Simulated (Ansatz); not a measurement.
The starting structures come from a database of crystals and need not be the phases stable at ambient conditions.

 Where the default PAW files enter, the runs use the earlier of Ansatz's two default sets.

Consider the following.

```yaml
crystal:
  lattice:
    - [5.26944, 0.00000, 0.00000]
    - [-2.63472, 4.56347, 0.00000]
    - [2.63472, 1.52116, 4.63437]
  atoms:
    - { symbol: Li, position: [0.50000, 0.75000, 0.75000] }
    - { symbol: Li, position: [0.50000, 0.25000, 0.25000] }
    - { symbol: Nb, position: [0.00000, 0.50000, 0.50000] }
    - { symbol: Nb, position: [0.00000, 0.00000, 0.00000] }
    - { symbol: O, position: [0.50000, 0.62963, 0.25000] }
    - { symbol: O, position: [0.50000, 0.37037, 0.75000] }
    - { symbol: O, position: [0.12036, 0.87037, 0.25000] }
    - { symbol: O, position: [0.87964, 0.12964, 0.75000] }
    - { symbol: O, position: [0.87964, 0.25000, 0.25000] }
    - { symbol: O, position: [0.12037, 0.75000, 0.75000] }
```

Space group of this cell: R-3c. The cell is taken as given; by r2SCAN its mean pressure is -9.4 GPa.

Computed with r2SCAN (plane waves, PAW; Ansatz, a quantum-chemistry and plane-wave program).

The current runs along the normal of the first two printed vectors; no spin-orbit coupling. Scaled by the factor s: the length along the current (ions clamped). Meshes 8×8×8 and 12×12 across the current in all rows.

```csv
s,mean pressure (GPa),band gap (eV)
0.97,-3.7,?
1.00,-9.4,2.81
1.03,-14.3,2.66
```

Question: Take the slope of the band gap against ln s from the two given rows, extrapolate to s = 0.97, and say what the run there gives.

Answer: Slope = (2.66 − 2.81) / ln 1.03 = -5.07 eV. The line gives 2.81 + (-5.07) × ln 0.97 = 2.96 eV. The run gives 2.93 eV, 0.03 eV under the line, 22 % of the predicted step.
